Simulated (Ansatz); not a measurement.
**Effect of electrons 1.5×10^21 cm⁻³ on GaN**

The parent structure is GaN in the rock salt structure (space group Fm-3m, No. 225; a = 4.219 Å).

Modification: electron doping at 1.5×10^21 cm⁻³ (0.0282 per cell), with a uniform compensating background at fixed cell and a 300 K Fermi–Dirac width.

Level of theory: PBEsol (Ansatz, an electronic-structure program; PAW; 420 eV plane waves; scalar-relativistic without spin-orbit coupling). k-mesh 31×31×31 (Γ-centred); smearing 0.0259 eV (Fermi–Dirac).

The gap between the host's bands stays essentially unchanged (0.54 eV against 0.55 eV) and the gap character remains indirect, K–Γ (52 % along) → X. The Fermi level relative to the doped band's edge (positive inside the band; to 0.05 eV) is +0.80 eV.

Final structure:

```xyz
2
Lattice="0.0000 2.1097 2.1097 2.1097 0.0000 2.1097 2.1097 2.1097 0.0000" Properties=species:S:1:pos:R:3 pbc="T T T"
Ga     0.0000     0.0000     0.0000
N      2.1097     2.1097     2.1097
```
Cell charge -0.028171.

Charged cell with a jellium background: band edges are those of the host's band count, energies are not comparable with the neutral cell, and many-body gap narrowing is missing. Whether these cells are dynamically stable was not tested. This is not the structure that GaN has at room temperature and ambient pressure.
